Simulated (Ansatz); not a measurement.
# Effect of uniaxial strain ε_zz = −3.00 % on AlN

The reference is AlN in the wurtzite structure (space group P6_3mc, No. 186; a = 3.114 Å, c = 4.983 Å). Axes: x lies along a and z along c of the hexagonal cell.

Now apply this change: the cell is compressed by 3.00 % along z with no lateral relaxation; the atoms relax in the strained cell.

Method: PBEsol/PAW in Ansatz (a quantum-chemistry and plane-wave program), scalar-relativistic without spin-orbit coupling. Γ-centred 12×12×7 mesh, Fermi–Dirac width 0.05 eV.

```json
[
 {"quantity": "shortest interatomic distance", "base": "1.891 Å", "changed": "1.876 Å", "shift": "-0.015 Å"},
 {"quantity": "energy relative to the base (free energy F)", "base": "0 meV/atom", "changed": "+10 meV/atom", "shift": "+10 meV/atom"},
 {"quantity": "pressure (mean of the normal stresses, compression positive)", "base": "0.01 GPa", "changed": "5.97 GPa", "shift": "+5.96 GPa"},
 {"quantity": "band gap", "base": "4.09 eV", "changed": "4.17 eV", "shift": "+0.08 eV"},
 {"quantity": "gap character", "base": "direct at Γ", "changed": "direct at Γ", "shift": "–"},
 {"quantity": "width of the top valence band", "base": "2.41 eV", "changed": "2.63 eV", "shift": "+0.22 eV"},
 {"quantity": "electron mass", "base": "–", "changed": "0.31 mₑ (at Γ)", "shift": "–"},
 {"quantity": "valence-band top at Γ (three highest levels, from the VBM)", "base": "0.00, -0.22, -0.22 eV", "changed": "0.00, -0.51, -0.51 eV", "shift": "–"},
 {"quantity": "largest internal atomic displacement", "base": "–", "changed": "0.017 Å", "shift": "–"},
 {"quantity": "stress (xx, yy, zz, yz, xz, xy; compression positive)", "base": "–", "changed": "(3.76, 3.76, 10.39, 0.00, 0.00, 0.00) GPa", "shift": "–"}
]
```

Masses are band curvatures over ±0.01 Å⁻¹ around the edge. No phonon test of stability was made.
